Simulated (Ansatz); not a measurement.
HgS (P6₃mc, No. 186, 4 atoms in the cell; start mp-973676; a measured phase of this formula has another space group)

These are PBEsol (Ansatz, a quantum-chemistry and plane-wave program, plane waves, PAW) values and carry that method's errors.

Settings: plane-wave cutoff 500 eV, 12×12×6 k mesh (along the axes of the cell as run), Fermi–Dirac smearing 0.05 eV, scalar-relativistic PAW data made under PBE.

Cell (relaxed at this level):

```yaml
crystal:
  lattice:
    - [4.15769, 0.00000, 0.00000]
    - [-2.07884, 3.60066, 0.00000]
    - [0.00000, 0.00000, 6.77759]
  atoms:
    - { symbol: Hg, position: [0.66667, 0.33333, 0.49909] }
    - { symbol: Hg, position: [0.33333, 0.66667, 0.99909] }
    - { symbol: S, position: [0.66667, 0.33333, 0.87591] }
    - { symbol: S, position: [0.33333, 0.66667, 0.37591] }
```

```
Quantity  Value
--------  -----
band gap   none
```

Note: the relaxation could not lower the start's symmetry, so the cell can be a saddle point above a distorted one.

Spin–orbit coupling is not included; it can shift volumes and moduli of such heavy elements.

Computed values are for the static lattice.

Computing time: around 2.4 core-minutes (rough).

A start named mp-… is a Materials Project structure, which need not be a measured phase.
